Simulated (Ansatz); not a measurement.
System: SnC (model structure, started from the zincblende type, F-43m, No. 216, 2 atoms in the cell). Method: G0W0@PBEsol (Ansatz, an electronic-structure program, plane waves, hard PAW, contour deformation, complete-basis limit).

Numerical settings: largest k mesh 10×10×10 (not extrapolated in the mesh).

Cell (relaxed with PBEsol):

Space group F-43m (No. 216); a = b = c = 5.0333 Å, α = β = γ = 90.00°

```csv
atom,site,symmetry,x,y,z
C,4c,-43m,0.2500,0.2500,0.2500
Sn,4a,-43m,0.0000,0.0000,0.0000
```
(The calculation used a cell of 2 atoms; values per cell refer to that cell.)

Q: Estimate the band gap that the calculation returns.

A: 
- band gap: 1.34 eV

Note: filled d or f shells below the valence bands can shift G0W0 gaps through exchange with them, which wasn't tested here; the relaxation could raise the start's symmetry but not lower it, so the cell can be a saddle point; the gap holds a correction of +0.02 eV to the complete basis.

Spin–orbit coupling is not included.

Computed values are for the static lattice.

A model structure was made by putting elements into a prototype or built by hand; it is no filed structure, need not be a known phase, and can be a saddle point held by its symmetry.
